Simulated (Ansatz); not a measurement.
The parent structure is ZnGeP$_{2}$ in the chalcopyrite structure (space group I-42d, No. 122; a = 5.500 Å, c = 10.845 Å). Axes: x, y, z lie along a, b, c of the conventional cell.

All numbers come from PBE/PAW in Ansatz (an electronic-structure program), without spin-orbit coupling.

Strains are applied to the cell and any free atomic positions relax; under biaxial strain the out-of-plane vector relaxes too.

One change was made to it. Results:

```csv
quantity,base,after
energy relative to the base (free energy F),0 meV/atom,+13 meV/atom
"pressure (mean of the normal stresses, compression positive)",0.00 GPa,-2.23 GPa
```

Which of these changes matches the shifts?
A) biaxial strain +2.25 %, plane normal [001], relaxed out of plane
B) biaxial strain +1.50 %, plane normal [001], relaxed out of plane
C) biaxial strain +3.00 %, plane normal [001], relaxed out of plane

C, biaxial strain +3.00 %, plane normal [001], relaxed out of plane. For comparison, the energy relative to the base in the other runs: biaxial strain +1.50 %, plane normal [001], relaxed out of plane gives +3.5 meV/atom; biaxial strain +2.25 %, plane normal [001], relaxed out of plane gives +7.7 meV/atom.

Whether these cells are dynamically stable was not tested.
